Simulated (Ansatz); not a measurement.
A calculation on C11b WSi₂ returned lattice constant a 3.193 Å, lattice parameter c 7.798 Å, equilibrium volume per atom 13.25 Å³/atom, bulk modulus 234 GPa, formation enthalpy -0.474 eV/atom.

For reference: lattice constant a 3.214 Å (measured, temperature not stated, not corrected to a static lattice; as tabulated in Pavlosiuk et al. (2022), arXiv:2202.05362); lattice parameter c 7.831 Å (measured, temperature not stated, not corrected to a static lattice; as tabulated in Pavlosiuk et al. (2022), arXiv:2202.05362); formation enthalpy -0.283 ± 0.02 eV/atom (measured, 298 K, copied from a table, unchecked, not corrected to a static lattice; as tabulated in Wang et al. (2021), doi:10.1038/s41598-021-94550-5).

**Question.** Which level of theory produced these numbers?
A. PBE-D3(BJ) (Ansatz, a quantum-chemistry and plane-wave program)
B. r²SCAN-D4 (Ansatz)
C. BLYP (Ansatz)
D. PBE (Ansatz)

**Answer.** A, PBE-D3(BJ) (Ansatz)

The others give: BLYP 3.285 Å, 7.947 Å, 14.30 Å³/atom, 182 GPa, 0.019 eV/atom; PBE 3.229 Å, 7.867 Å, 13.67 Å³/atom, 217 GPa, -0.339 eV/atom; r²SCAN-D4 3.202 Å, 7.787 Å, 13.31 Å³/atom, 238 GPa, -0.353 eV/atom.

Unless a cell is named, each level is at its own relaxed cell (BLYP 14.30, PBE 13.67, PBE-D3(BJ) 13.25, r²SCAN-D4 13.31 Å³/atom).

Ansatz's density-functional and Hartree–Fock values are scalar-relativistic unless marked +SOC, with PAW data made under PBE.
